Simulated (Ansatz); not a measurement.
Consider a 16-atom supercell of AlN in the wurtzite structure (space group P6_3mc, No. 186; a = 3.107 Å, c = 4.978 Å) at its relaxed geometry.

Computed with DFT with r2SCAN, PAW potentials and a 500 eV plane-wave cutoff in Ansatz (an electronic-structure program), without spin-orbit coupling.

For the base:

Pressure: 0.0 GPa

One thing is altered: a neutral Al interstitial (started 1.98 Å from the nearest host atom), atoms relaxed at fixed cell, starting from a slightly rattled geometry.

Task: How does this affect the final site of the added atom, largest displacement of a host atom from its site in the perfect cell and pressure?

Result: The final site of the added atom comes out as 3 N at 1.89 Å; the largest displacement of a host atom from its site in the perfect cell amounts to 0.21 Å; the pressure goes from zero to 25.1 GPa.

The magnetic state is the one reached from the starting moments; the real material's order can differ, and small cells can't hold many antiferromagnetic ones. In so small a cell the defect repeats every few ångströms: this is an ordered compound, not a dilute defect. A case with no gap was solved on a k-mesh chosen for an insulator, which is coarse for it. The defect cell is spin-polarised and ends with 1.0 μB.
